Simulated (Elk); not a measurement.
Worked example: self-consistent single point of Ge (Fd-3m, 2 atoms in the cell) in Elk.

Computed with PBE, all-electron FP-LAPW, Elk's shipped species files, default APW+lo basis (Elk).

The change in words: lattice scaled by 0.98. Reference geometry:
```
Ge
1.0
    0.00000     2.85445     2.85445
    2.85445     0.00000     2.85445
    2.85445     2.85445     0.00000
Ge
2
Direct
  0.50000   0.50000   0.50000
  0.75000   0.75000   0.75000
```

Reference input (self-consistent single point, DFT, PBE, all-electron FP-LAPW, Elk's shipped species files, default APW+lo basis): xctype = 20; swidth = 0.00183747 Ha; ngridk = 13 13 13; maxscl = 100. This run's input differs from it in these lines:

```diff
@@ -13,3 +13,3 @@
 scale
-  7.628450016
+  7.475881016
```

Output, abridged:

```
│ Self-consistent loop started │
│ Loop number : 1 │
 total energy                :     -4203.31569368
│ Loop number : 2 │
 total energy                :     -4203.28852230
RMS change in Kohn-Sham potential (target) :   0.1751555795     (  0.1000000000E-05)
Absolute change in total energy (target)   :   0.2717138237E-01 (  0.1000000000E-03)
│ Loop number : 3 │
 total energy                :     -4202.04619502
RMS change in Kohn-Sham potential (target) :   0.1323832957     (  0.1000000000E-05)
Absolute change in total energy (target)   :    1.249120125     (  0.1000000000E-03)
│ Loop number : 4 │
   [... lines left out ...]
Absolute change in total energy (target)   :   0.1612775644E-02 (  0.1000000000E-03)
│ Loop number : 12 │
 total energy                :     -4198.33515981
RMS change in Kohn-Sham potential (target) :   0.1641360062E-06 (  0.1000000000E-05)
Absolute change in total energy (target)   :   0.3850475923E-03 (  0.1000000000E-03)
│ Loop number : 13 │
 total energy                :     -4198.33517347
RMS change in Kohn-Sham potential (target) :   0.5646714388E-07 (  0.1000000000E-05)
Absolute change in total energy (target)   :   0.8260014965E-04 (  0.1000000000E-03)
Convergence targets achieved

│ Loop number : 14 │

Energies :
 Fermi                       :     0.219206205893
 total energy                :     -4198.33517400

Density of states at Fermi energy :   0.2874901615
 (states/Hartree/unit cell)

Estimated indirect band gap :   0.1119085853E-01
 from k-point      1 to k-point      7
Estimated direct band gap   :   0.1266756743E-01
 at k-point      1

Charges :
 core                        :    36.00000000
 valence                     :    28.00000000
 interstitial                :    3.383345149
 muffin-tins (core leakage)
  species :    1 (Ge)
   atom    1                 :    30.30832743     (  0.7342454803E-03)
   atom    2                 :    30.30832743     (  0.7342454803E-03)
 total in muffin-tins        :    60.61665485
 total calculated charge     :    63.98546351
 total charge                :    64.00000000
 error                       :   0.1453648847E-01

│ Self-consistent loop stopped │
```

The run converged in 14 iterations. The count includes the last loop, which Elk runs after its targets are met. 

The starting cell comes from a database of computed structures (which also holds hypothetical and non-ambient phases and stackings), without a prior relaxation at this level. Its lattice was rescaled by a random factor within 2.5 % of one. For this run, on top of that: lattice scaled by 0.98. Values depend on the basis (sphere radii, cutoffs, local orbitals), which need not be converged. The log's line on a gap gives a spacing of levels on this mesh, which the program prints for metals too.
